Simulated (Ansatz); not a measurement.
ZrSi2, response to strain

Take ZrSi2 (space group Cmcm, No. 63; a = 3.705 Å, b = 14.795 Å, c = 3.679 Å) as the base. Axes: x, y, z lie along a, b, c of the conventional cell.

Strains are applied to the cell and any free atomic positions relax; under biaxial strain the out-of-plane vector relaxes too; under stress the whole cell relaxes.

All numbers come from Ansatz (a program for electronic structure), PBE, PAW, cutoff 420 eV, spin-orbit coupling left out, earlier PAW set.

Notes on the quantities. energy relative to the base: free energy F; pressure: mean of the normal stresses, compression positive.

```csv
case,energy relative to the base,volume per atom,pressure
base,0 meV/atom,16.80 Å³,0.0 GPa
"biaxial strain +0.29 %, plane normal [001], relaxed out of plane",+0.2 meV/atom,16.87 Å³,-0.5 GPa
"biaxial strain +2.31 %, plane normal [001], relaxed out of plane",+13 meV/atom,17.37 Å³,-3.4 GPa
isotropic strain −2.83 %,+53 meV/atom,15.42 Å³,13.2 GPa
isotropic strain −1.37 %,+12 meV/atom,16.12 Å³,5.8 GPa
uniaxial strain ε_zz = −2.57 %,+10 meV/atom,16.37 Å³,4.0 GPa
uniaxial strain ε_zz = −2.15 %,(withheld),16.44 Å³,(withheld)
uniaxial strain ε_zz = +5.05 %,+33 meV/atom,17.65 Å³,-6.1 GPa
"uniaxial stress, 5 GPa compression along z",+5.5 meV/atom,16.64 Å³,–
```

**Question.** Some entries are withheld; estimate them.

**Answer.** 
- uniaxial strain ε_zz = −2.15 %, energy relative to the base: +7.0 meV/atom
- uniaxial strain ε_zz = −2.15 %, pressure: 3.3 GPa

Without a gap, meshes like the base's 13×13×13 leave anisotropic stresses uncertain by several tenths of a GPa, and small strain energies with them. Stability under load was not tested beyond the relaxation. All final runs are without spin polarisation.
